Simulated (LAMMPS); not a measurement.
Simulation of Ni (fcc), 4000 atoms, at 1040 K and 5 GPa, heated as the crystal.

All values are model results, not measurements: classical MD, pair style eam, the elements' _smf7.eam files (smf7); code LAMMPS.

* **state found**: crystal; no diffusion seen in 30 ps
* **density**: 8.8209 ± 0.0002 g/cm³
* **volume per atom**: 11.0491 ± 0.0002 Å³/atom
* **enthalpy per atom**: -3.8348 ± 0.0002 eV/atom
* **first peak of g(r)**: 2.47 Å, height 5.1
* **coordination number**: 12.0 (counted to 3.02 Å)
* **most common Ni-Ni-Ni angle**: at the 3° bin centred on 58.5°, after smoothing over three bins (mean of all 97°)
* **mean frequency of the vibrational (phonon) density of states**: 6.7 THz
* **cost**: roughly 5 core-minutes

Potential: the _smf7.eam files of the LAMMPS distribution; the Cu file's header cites Foiles, Phys Rev B 32, 7685 (1985).

Caution: a run this short can hold a crystal over, or a liquid under, the potential's own melting point, which these runs don't give.

States go by the mean squared displacement: a species diffuses where it passes 1.5 Å², still rises and gives D over 1e-6 cm²/s; a crystal has left its structure where atoms lie 0.35 Å off their sites on average or a cubic box changes its shape by 3 %, or the axial ratios of another lie 8 % off the starting cell's, which the potential's own relaxation can also do.

Errors shown are sampling errors alone.

| angle (°) | probability per degree, Ni-Ni-Ni |
|---|---|
| 43.50 | 0.0000 |
| 46.50 | 0.0001 |
| 49.50 | 0.0010 |
| 52.50 | 0.0067 |
| 55.50 | 0.0211 |
| 58.50 | 0.0341 |
| 61.50 | 0.0310 |
| 64.50 | 0.0179 |
| 67.50 | 0.0069 |
| 70.50 | 0.0020 |
| 73.50 | 0.0005 |
| 76.50 | 0.0006 |
| 79.50 | 0.0019 |
| 82.50 | 0.0053 |
| 85.50 | 0.0100 |
| 88.50 | 0.0132 |
| 91.50 | 0.0129 |
| 94.50 | 0.0091 |
| 97.50 | 0.0049 |
| 100.5 | 0.0020 |
| 103.5 | 0.0009 |
| 106.5 | 0.0016 |
| 109.5 | 0.0049 |
| 112.5 | 0.0114 |
| 115.5 | 0.0198 |
| 118.5 | 0.0254 |
| 121.5 | 0.0243 |
| 124.5 | 0.0176 |
| 127.5 | 0.0098 |
| 130.5 | 0.0042 |
| 133.5 | 0.0014 |
| 136.5 | 0.0004 |
| 139.5 | 0.0001 |
| 142.5 | 0.0001 |
| 145.5 | 0.0000 |
| 148.5 | 0.0000 |
| 151.5 | 0.0000 |
| 154.5 | 0.0000 |
| 157.5 | 0.0001 |
| 160.5 | 0.0004 |
| 163.5 | 0.0011 |
| 166.5 | 0.0029 |
| 169.5 | 0.0057 |
| 172.5 | 0.0085 |
| 175.5 | 0.0082 |
| 178.5 | 0.0034 |

```csv
r (Å),g(r)
2.020,0.000
2.060,0.001
2.100,0.012
2.140,0.036
2.180,0.156
2.220,0.431
2.260,0.981
2.300,1.81
2.340,2.87
2.380,3.92
2.420,4.75
2.460,5.13
2.500,5.02
2.540,4.52
2.580,3.78
2.620,2.94
2.660,2.13
2.700,1.46
2.740,0.942
2.780,0.585
2.820,0.336
2.860,0.201
2.900,0.112
2.940,0.057
2.980,0.031
3.020,0.030
3.060,0.029
3.100,0.050
3.140,0.073
3.180,0.120
3.220,0.196
3.260,0.284
3.300,0.395
3.340,0.530
3.380,0.666
3.420,0.809
3.460,0.918
3.500,1.00
3.540,1.00
3.580,0.962
3.620,0.865
3.660,0.741
3.700,0.591
3.740,0.461
3.780,0.330
3.820,0.241
3.860,0.168
3.900,0.155
3.940,0.187
3.980,0.270
4.020,0.455
4.060,0.698
4.100,1.04
4.140,1.45
4.180,1.91
4.220,2.31
4.260,2.65
4.300,2.81
4.340,2.83
4.380,2.66
4.420,2.35
4.460,1.94
4.500,1.52
4.540,1.11
4.580,0.786
4.620,0.556
4.660,0.421
4.700,0.364
4.740,0.393
4.780,0.476
4.820,0.623
4.860,0.788
4.900,0.921
4.940,1.02
4.980,1.07
5.020,1.05
5.060,0.977
5.100,0.853
5.140,0.743
5.180,0.622
5.220,0.543
5.260,0.521
5.300,0.561
5.340,0.669
5.380,0.828
5.420,1.02
5.460,1.22
5.500,1.40
5.540,1.52
5.580,1.58
5.620,1.56
5.660,1.45
5.700,1.27
5.740,1.08
5.780,0.868
5.820,0.701
5.860,0.555
5.900,0.475
5.940,0.429
5.980,0.434
6.020,0.455
6.060,0.480
```
